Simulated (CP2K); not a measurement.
Band structure of NaAsF₆ (Fm-3m, 8 atoms in the cell).

```xyz
8
Lattice="5.6087 0.0000 0.0000 2.8043 4.8572 0.0000 2.8043 1.6191 4.5795" Properties=species:S:1:pos:R:3 pbc="T T T"
Na     5.6087     3.2382     2.2897
As     0.0000     0.0000     0.0000
F      7.1882     4.1501     1.0000
F      4.0291     2.3262     3.5794
F      5.6087     5.0621     3.5794
F      5.6087     1.4142     1.0000
F      7.1882     2.3262     3.5794
F      4.0291     4.1501     1.0000
```

Level of theory: CP2K with PBEsol, GPW, DZVP-MOLOPT-PBE-GTH basis, GTH-PBE potentials (POTENTIAL_UZH).

Settings: CUTOFF = 1000 Ry; REL_CUTOFF = 60 Ry; KPOINTS/SCHEME = MONKHORST-PACK 4 4 4; GAMMA_CENTERED = T; XC_FUNCTIONAL = PBE:PBESOL; Na/BASIS_SET = DZVP-MOLOPT-PBE-GTH-q9; Na/POTENTIAL = GTH-PBE-q9; As/BASIS_SET = DZVP-MOLOPT-PBE-GTH-q5; As/POTENTIAL = GTH-PBE-q5; F/BASIS_SET = DZVP-MOLOPT-PBE-GTH-q7; F/POTENTIAL = GTH-PBE-q7; METHOD = GPW; EPS_DEFAULT = 1e-10; EXTRAPOLATION = USE_GUESS.

The starting cell comes from a database of computed structures (which also holds hypothetical and non-ambient phases and stackings), without a prior relaxation at this level. Its lattice was rescaled by a random factor within 2.5 % of one. Values carry the incompleteness of an atom-centred basis. The potentials were made for another functional than the one used.

Task: Predict the gap along the standard path and the places of the band edges.

Result: The gap along the path is 5.39 eV, direct at Γ to within 0.01 eV.

Levels in eV from the top of the valence band on the SCF mesh, bands 25 to 29:
```
point     25     26     27     28    29
-----  -----  -----  -----  -----  ----
Γ      -0.76   0.00   0.00   0.00  5.39
X      -0.79  -0.32  -0.32   0.00  6.43
W      -0.87  -0.32  -0.15  -0.15  6.49
K      -0.76  -0.29  -0.25  -0.07  6.46
L      -0.67  -0.17  -0.17  -0.11  6.32
U      -0.76  -0.29  -0.25  -0.07  6.46
```

Higher empty bands are left out: an atom-centred basis made for the valence describes them poorly.
